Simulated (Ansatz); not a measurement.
Given:

```xyz
1
Lattice="-1.6236 1.6236 1.6236 1.6236 -1.6236 1.6236 1.6236 1.6236 -1.6236" Properties=species:S:1:pos:R:3 pbc="T T T"
Nb     0.0000     0.0000     0.0000
```

These are LDA, DFPT electron-phonon coupling, linearised Boltzmann equation (plane waves, PAW, scalar-relativistic; Ansatz, an electronic-structure program) values and carry that method's errors. Condition of this run: functional LDA. Geometry: relaxed with this functional, without spin-orbit coupling.

**Question.** Predict λ, the logarithmic mean phonon energy and the superconducting Tc for μ* = 0.10 referred to 15.8 meV.

**Answer.** λ = 1.46, ħω_log = 12.2 meV, Tc 17.9 K from the anisotropic Eliashberg equations. μ* is a chosen number, and Tc is 19.5 K at 0.08 and 13.6 K at 0.16.

A metal at this level (no band gap). The phonons are harmonic. Spin-orbit coupling is left out. For metals of groups 4 to 10, Tc at these values of μ* can lie well above the measured one. Phonons are Fourier-interpolated between the q points, which in tests on eleven metals of one or two atoms moved the resistivity by up to 6 %, λ by up to 7 % and the logarithmic mean phonon energy by up to 14 %. The run warned that the eigensolver left some states short of its tolerance. Halving the electron mesh (36x36x36) moves the coupling by up to 3 %, Tc by up to 3 %. Smearing 0.20 eV; phonons on a 6x6x6 q mesh, which this run doesn't test.
